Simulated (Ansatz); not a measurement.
System: cubic perovskite KZnF3. Method: r²SCAN in Ansatz (plane waves, PAW).

Numerical settings: plane-wave cutoff 600 eV, 6×6×6 k mesh, finite displacements, scalar-relativistic PAW data made under PBE.

Computed at the level's own relaxed cell.

Task: What does this level give for the electronic dielectric constant ε∞ and dielectric constant ε0 (ions relaxed)?

Result: 
- electronic dielectric constant ε∞ = 2.27
- dielectric constant ε0 (ions relaxed) = 8.31

Measured, for comparison: high-frequency dielectric constant 2.17, static dielectric constant 8.6 (room temperature, not corrected to a static lattice; as tabulated in Dubrovin et al. (2021), arXiv:2110.13026). Computed (rounded) less measured: high-frequency dielectric constant +5 %, static dielectric constant -3 %.

Cost on a shared machine: roughly 4 core-minutes.

Ansatz is a program for electronic structure.
